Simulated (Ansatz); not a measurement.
Consider HgS in the zinc blende structure (space group F-43m, No. 216; a = 5.876 Å).

The change: cell and atoms relaxed at a pressure of 22.5 GPa.

Levels (all Ansatz, an electronic-structure program, PAW): PBEsol (420 eV, no spin-orbit coupling); PBEsol+SOC (420 eV, spin-orbit coupling included).

The geometry is relaxed with PBEsol.

PBEsol pressure: 22.5 GPa
PBEsol band gap: zero
PBEsol gap character: absent

Question: How does going to PBEsol+SOC change the pressure, electron mass, band gap and gap character?

Answer: The pressure shrinks by 1.1 GPa (22.5 GPa → 21.4 GPa); the electron mass amounts to 0.33 mₑ (at Γ); the band gap becomes 0.06 eV (PBEsol: zero); the gap character becomes indirect, K–Γ (94 % along) → Γ (PBEsol: absent).

Single points use the geometry relaxed with PBEsol. Differences between runs with and without spin-orbit coupling are approximate. Spin-orbit coupling, missing from the scalar runs, can matter with Hg. Load acts through the strain it causes; cell and atoms are relaxed under it. Effective masses come from finite differences of ±0.01 Å⁻¹. Stability against distortions was not tested. Tetrahedral semiconductors of this kind turn to denser phases somewhere between about 1 and 50 GPa; those were not computed, so compressed cells here can lie past the real transition. The runs without spin-orbit coupling are not spin-polarised. A zero or small gap of HgS can be the functional's error rather than a property of the material.
